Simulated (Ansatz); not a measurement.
Consider SrMoO₃ in the cubic perovskite structure (space group Pm-3m, No. 221; a = 3.950 Å; a cell from a computed database, its experimental status unchecked). Axes: x, y, z lie along the cube axes.

Computed with DFT with PBEsol, PAW potentials and a 420 eV plane-wave cutoff in Ansatz (a first-principles code), spin-orbit coupling left out.

Strains are applied to the cell and any free atomic positions relax; under biaxial strain the out-of-plane vector relaxes too.

One change was made to it. Results:

The energy grows by 48 meV/atom; the pressure goes from zero to -13.6 GPa.

Problem. Which of these changes matches the shifts?
(A) isotropic strain +4.30 %
(B) biaxial strain +2.87 %, plane normal [110], relaxed out of plane
(C) isotropic strain +2.75 %

Solution. C, isotropic strain +2.75 %. For comparison, the energy relative to the base in the other runs: isotropic strain +4.30 % gives +111 meV/atom; biaxial strain +2.87 %, plane normal [110], relaxed out of plane gives +18 meV/atom.

Without a gap, meshes like the base's 12×12×12 leave anisotropic stresses uncertain by several tenths of a GPa, and small strain energies with them. Stability against distortions was not tested. No Hubbard U is applied, and correlation can decide whether such a compound is a metal. All final runs are without spin polarisation. Many cubic perovskites are stable only at high temperature; tilts and polar distortions were not tested.
